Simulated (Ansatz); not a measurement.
Band structure of Si2Ni (Fm-3m, 3 atoms in the cell).

```
Si2Ni
1.0
    0.00000     2.68481     2.68481
    2.68481     0.00000     2.68481
    2.68481     2.68481     0.00000
Si Ni
2 1
Direct
  0.25000   0.25000   0.25000
  0.75000   0.75000   0.75000
  0.00000   0.00000   0.00000
```

Method: PBE (plane waves, PAW; Ansatz, an electronic-structure program).

Settings: kpoints.mp_grid.grid = 9 9 9; hamiltonian.xc = pbe; hamiltonian.pseudopotentials = {kind: paw} (the program's default PAW files); scf.occupations.method = gaussian; scf.occupations.width = 0.272 eV; kpoints.band_path.npoints = 8.

The starting cell comes from a database of computed structures (which also holds hypothetical and non-ambient phases and stackings), without a prior relaxation at this level. Its lattice was rescaled by a random factor within 2.5 % of one. Spin polarisation is off.

Levels in eV from the Fermi level, bands 10 to 16:
| point | 10 | 11 | 12 | 13 | 14 | 15 | 16 |
|---|---|---|---|---|---|---|---|
| Γ | -3.64 | -0.17 | 1.73 | 1.73 | 1.73 | 2.20 | 2.20 |
| X | -3.72 | -3.72 | -3.57 | -3.22 | -0.39 | 1.35 | 7.68 |
| W | -3.85 | -3.72 | -3.29 | -2.52 | 2.25 | 2.25 | 4.61 |
| K | -3.92 | -3.53 | -3.02 | -2.73 | 0.21 | 3.62 | 4.70 |
| L | -3.45 | -3.45 | -1.54 | -1.54 | 1.79 | 1.81 | 1.81 |
| U | -3.92 | -3.53 | -3.02 | -2.73 | 0.21 | 3.62 | 4.70 |

Bands cross the Fermi level along this path, so the cell is metallic at this level.

Keys are those of Ansatz 0.2.
